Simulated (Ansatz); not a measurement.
Consider CdSe in the zinc blende structure (space group F-43m, No. 216; a = 6.1333 Å).

Now apply this change: cell and atoms relaxed at a pressure of 0.9 GPa.

Levels (all Ansatz, a first-principles code, PAW): r2SCAN (500 eV, no spin-orbit coupling); HSE06+SOC (420 eV, spin-orbit coupling included).

The geometry is relaxed with r2SCAN.

| Item | Value |
|---|---|
| r2SCAN lowest conduction level above the VBM at special points | Γ 1.08 eV; L 2.86 eV; X 3.49 eV |
| r2SCAN valence-band top at Γ | 0.00, 0.00, 0.00 eV |

How does going to HSE06+SOC change the lowest conduction level above the VBM at special points and valence-band top at Γ?

The lowest conduction level above the VBM at special points becomes Γ 1.39 eV; L 3.22 eV; X 3.82 eV (r2SCAN: Γ 1.08 eV; L 2.86 eV; X 3.49 eV); the valence-band top at Γ (three highest Kramers pairs, from the VBM) goes from 0.00, 0.00, 0.00 eV to 0.00, 0.00, -0.41 eV. The threefold valence maximum splits by Δso ≈ 0.41 eV.

Single points use the geometry relaxed with r2SCAN. Their cutoffs differ, which shifts pressures a little. Differences between runs with and without spin-orbit coupling are approximate. The levels and masses belong to the bands next to the band gap. Load acts through the strain it causes; cell and atoms are relaxed under it. Whether these cells are dynamically stable was not tested.
